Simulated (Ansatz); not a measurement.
## Sn, response to strain

Consider Sn in the diamond structure (space group Fd-3m, No. 227; a = 6.566 Å). Axes: x, y, z lie along the cube axes.

Strains are applied to the cell and any free atomic positions relax; under biaxial strain the out-of-plane vector relaxes too.

Calculations: r2SCAN in Ansatz (plane waves to 500 eV, PAW, spin-orbit coupling left out).

Notes on the quantities. energy relative to the base: free energy F; pressure: mean of the normal stresses, compression positive.

| variant | energy relative to the base | pressure | volume per atom |
|---|---|---|---|
| base | 0 meV/atom | 0.0 GPa | 35.39 Å³ |
| biaxial strain −2.50 %, plane normal [111], relaxed out of plane | +14 meV/atom | 1.8 GPa | 34.10 Å³ |
| biaxial strain −2.08 %, plane normal [111], relaxed out of plane | +9.6 meV/atom | 1.4 GPa | 34.32 Å³ |
| biaxial strain −1.67 %, plane normal [111], relaxed out of plane | +6.1 meV/atom | 1.1 GPa | 34.53 Å³ |
| biaxial strain −1.25 %, plane normal [111], relaxed out of plane | +3.4 meV/atom | 0.8 GPa | 34.74 Å³ |
| biaxial strain −0.83 %, plane normal [111], relaxed out of plane | ? | 0.5 GPa | 34.96 Å³ |
| biaxial strain −0.42 %, plane normal [111], relaxed out of plane | +0.4 meV/atom | 0.3 GPa | ? |

Question: What belongs in the blanks?

Answer: 
- biaxial strain −0.83 %, plane normal [111], relaxed out of plane, energy relative to the base: +1.5 meV/atom
- biaxial strain −0.42 %, plane normal [111], relaxed out of plane, volume per atom: 35.17 Å³

Whether these cells are dynamically stable was not tested.

Ansatz is a quantum-chemistry and plane-wave program.
